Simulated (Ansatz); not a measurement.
Results of B3LYP (VWN-RPA form) in Ansatz (PAW) for SnClF (Pnma, No. 62).

Run with plane-wave cutoff 460 eV, 4×6×2 k mesh (along the axes of the cell as run), Fermi–Dirac smearing 0.01 eV, scalar-relativistic PAW data made under PBE.

Cell (measured lattice):

```
SnClF
1.0
    6.12600     0.00000     0.00000
    0.00000     4.36500     0.00000
    0.00000     0.00000    10.13600
Sn Cl F
4 4 4
Direct
  0.71220   0.25000   0.41390
  0.28780   0.75000   0.58610
  0.78780   0.75000   0.91390
  0.21220   0.25000   0.08610
  0.89470   0.25000   0.63620
  0.10530   0.75000   0.36380
  0.60530   0.75000   0.13620
  0.39470   0.25000   0.86380
  0.90270   0.25000   0.98050
  0.09730   0.75000   0.01950
  0.59730   0.75000   0.48050
  0.40270   0.25000   0.51950
```

Question: Give the computed band gap, smallest direct gap on the k points sampled and direct gap at Γ.

Answer: 
* **band gap**: 4.74 eV
* **smallest direct gap on the k points sampled**: 4.78 eV
* **direct gap at Γ**: 5.36 eV

Note: cell and atoms aren't relaxed at this level (largest force component 0.33 eV/Å, pressure 3.4 GPa).

Spin–orbit coupling is not included.

Computed values are for the static lattice.

Cost on a shared machine: about 18 core-minutes (a rough figure).

Ansatz is an electronic-structure program.
